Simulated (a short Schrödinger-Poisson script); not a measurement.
System: MOS inversion layer, SiO2 on p-type Si(111), at 300 K.

From the gate side: 2.7 nm SiO2; 270 nm Si, acceptors 2.6e18 cm⁻³.

The device is made up for the run: typed textbook-type constants, with dimensions and the other settings drawn at random. SiO2: permittivity 3.9, conduction-band edge (eV) 3.15, gap (eV) 9, electron mass (mₑ) 0.5. Si: permittivity 11.7, conduction-band edge (eV) 0, gap (eV) 1.124, Nv at 300 K (cm⁻³) 3.1e19.

Channel valleys (confinement mass, in-plane density-of-states mass, number): Δ6 0.258, 0.358, 6. At the gate the conduction-band edge of layer 1 lies 3.7 eV − eVg above the Fermi level of the channel; the field vanishes at the back. Gaps are held at their typed values at every temperature. Mesh 0.03 nm at interfaces.

From a short Schrödinger-Poisson script (our own, NumPy): 1D Poisson equation in equilibrium, electrons quantum, Hartree (BenDaniel-Duke, 12 states a valley, the channel's in-plane mass for all, wave functions ending at the dielectric), parabolic valleys, classical holes, full ionisation, no traps, pinning or gate leakage.

```csv
Vg (V),electrons (cm⁻²),C (μF/cm²),Δ6 E0 (meV from the Fermi level)
1.3,2.65e9,0.343,234.7
1.4,3.29e10,0.413,169.6
1.5,2.25e11,0.680,119.8
1.6,6.46e11,0.872,92.2
1.7,1.18e12,0.957,76.3
1.8,1.78e12,1.00,65.4
1.9,2.40e12,1.03,57.3
2,3.04e12,1.04,50.9
2.1,3.69e12,1.06,45.5
2.2,4.35e12,1.06,40.9
2.3,5.01e12,1.07,36.8
2.4,5.68e12,1.08,33.1
2.5,6.36e12,1.08,29.8
2.6,7.04e12,1.09,26.8
2.7,7.72e12,1.09,24.0
```

Gate voltages with under 1e9 electrons/cm² are left out.

Task: At Vg = 2.7 V the lowest Δ6 subband lies at 24.0 meV from the Fermi level. How many electrons does it hold, and what share of all?

Result: The two-dimensional density of states is g m/(πħ²) = 8.97e11 cm⁻² meV⁻¹ (both spins), kT = 25.9 meV, so n = D kT ln(1 + exp(−E/kT)) = 7.72e12 cm⁻², 1.00 of the 7.72e12 cm⁻² in all.

Task: Compare the slope of the sheet density between 2.5 and 2.7 V with the geometric capacitance of the layers between gate and channel.

Result: q Δn/ΔV = 1.09 μF/cm²; ε0/Σ(t/ε) = 1.28 μF/cm². The ratio is 0.85: the channel acts as a further capacitance in series.
